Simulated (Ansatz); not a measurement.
The starting structures come from a database of crystals and need not be the phases stable at ambient conditions.

Inside the gap of an insulator the Bloch states are evanescent, with a wavenumber k + iκ along the transport direction.

Consider the following.

```xyz
5
Lattice="4.7611 0.0000 0.0000 -2.3806 4.1233 0.0000 0.0000 0.0000 7.7286" Properties=species:S:1:pos:R:3 pbc="T T T"
Ca     0.0000     0.0000     0.0000
Mg     2.3806     1.3744     2.8777
Mg     0.0000     2.7488     4.8509
Bi     0.0000     2.7488     1.8689
Bi     2.3806     1.3744     5.8597
```

Space group of this cell: P-3m1. The cell is taken as given; by PBEsol its mean pressure is -0.9 GPa.

Transport runs along the normal of the first two printed cell vectors, the (001) plane of the conventional cell.

No gap correction and no spin-orbit coupling; mid-gap values are interpolated between computed energies.

Problem. Give the band gap and the smallest decay constant κ at mid-gap that PBEsol (Ansatz, a program for electronic structure) yields.

Solution. Gap 0.45 eV on a 12×12×4 mesh; κ = 0.029 1/Å, at the zone centre.
